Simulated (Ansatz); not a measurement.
# Cl on the 1x1 (101) surface of anatase TiO2 (cut with top plane O), one in a 2x1 cell, started at the site 'top O'

Host crystal: anatase TiO2, with a band gap (PBE, scalar-relativistic without spin-orbit coupling).

The numbers are results of r2SCAN, at the PBE geometry and the start's symmetry (plane waves to 500 eV, PAW; Ansatz, a program for electronic structure), not measurements.

Model: 37-atom slab, 9.4 Å thick at the start under the adsorbate (thin: gaps and levels are the slab's own), 3x4x1 mesh, Fermi-Dirac 0.01 eV, dipole correction, single point; no symmetry held, on the structure that PBE left; spin-polarised, ending with about 1.0 μB a cell; orders that need a larger cell were not tried, no spin-orbit, no U, no dispersion correction. The program's check for a lower electronic state was not made. It is one chosen start, not shown to be the lowest state of the adsorbate.

```json
{
  "adsorption energy against ½ Cl2(g) at the same level": "0.74 eV",
  "gap_of_the_slab_on_its_k_mesh": "1.40 eV",
  "highest_filled_level_below_the_top_vacuum_level": "8.13 eV",
  "change_of_the_step_from_the_bottom_to_the_top_vacuum_level_against_the_clean_slab": "0.34 eV",
  "height of the binding atom over the mean of the host atoms within 0.3 Å of the top one": "3.239 bohr",
  "magnetic_moment_of_the_cell": "1.00 μB",
  "nearest_host_atoms_of_the_binding_atom": "O at 2.35 Å, Ti at 2.55 Å, O at 3.16 Å",
  "note": "in the relaxation the adsorbate left its starting site by 1.5 Å"
}
```

A negative adsorption energy means that the adsorbate is more stable on the surface than in its reference.
